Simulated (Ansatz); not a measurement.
Consider interstitial N in bcc W, neutral cell. Computed with PBE, PAW (plane waves to 420 eV; Ansatz, an electronic-structure program).

36-site cell at the relaxed PBE lattice, a 2×2×3 k-point mesh shifted by half a step, smearing 0.10 eV, spin-restricted, no finite-size correction. No zero-point or tunnelling terms. Spin-orbit coupling is left out. Sites that were not tried may lie lower.

Barriers: single points on a 3×3×5 k-point mesh shifted by half a step at the bands' geometries.

Relaxed starting cell (atoms counted from 1):

```
W36N
1.0
    9.55287     0.00000     0.00000
    0.00000     9.55287     0.00000
    0.00000     0.00000     6.36858
W N
36 1
Direct
  0.99998   0.99956   0.99963
  0.99998   0.99956   0.49784
  0.99998   0.33587   0.00128
  0.99997   0.33585   0.49620
  0.99999   0.66324   0.00129
  0.99997   0.66326   0.49619
  0.33263   0.99956   0.99801
  0.33263   0.99956   0.49948
  0.33619   0.32898   0.99508
  0.33620   0.32897   0.50240
  0.33619   0.67013   0.99509
  0.33619   0.67014   0.50240
  0.66733   0.99955   0.99800
  0.66733   0.99956   0.49947
  0.66377   0.32898   0.99509
  0.66377   0.32897   0.50240
  0.66378   0.67013   0.99509
  0.66377   0.67014   0.50240
  0.16785   0.16547   0.24873
  0.16460   0.16583   0.74873
  0.20098   0.49955   0.24877
  0.17017   0.49956   0.74872
  0.16786   0.83364   0.24874
  0.16461   0.83329   0.74873
  0.49998   0.16418   0.24874
  0.49998   0.16251   0.74874
  0.49998   0.49956   0.24874
  0.49998   0.49956   0.74874
  0.49998   0.83494   0.24874
  0.49998   0.83660   0.74874
  0.83211   0.16547   0.24874
  0.83535   0.16583   0.74873
  0.79897   0.49955   0.24878
  0.82979   0.49956   0.74873
  0.83211   0.83364   0.24874
  0.83536   0.83329   0.74873
  0.99997   0.49959   0.24863
```

End state 1 differs by these moves (Å; atoms that move under 0.08 Å are left out):

```json
[
 {"atom": "3", "element": "W", "Δx": "0.00", "Δy": "-0.36", "Δz": "-0.01"},
 {"atom": "5", "element": "W", "Δx": "0.00", "Δy": "0.36", "Δz": "-0.01"},
 {"atom": "21", "element": "W", "Δx": "-0.36", "Δy": "0.00", "Δz": "-0.01"},
 {"atom": "33", "element": "W", "Δx": "0.36", "Δy": "0.00", "Δz": "-0.01"},
 {"atom": "37", "element": "N", "Δx": "0.00", "Δy": "0.00", "Δz": "-1.59"}
]
```

Q: What forward and backward barriers to end state 1 does PBE, PAW give?

A: forward 0.68 eV, backward 0.68 eV; at the saddle point atom 37 has neighbours 4 W at 1.95 Å. The saddle point's order was not checked, and it lies on a symmetry element of the cell, where a band can be held.
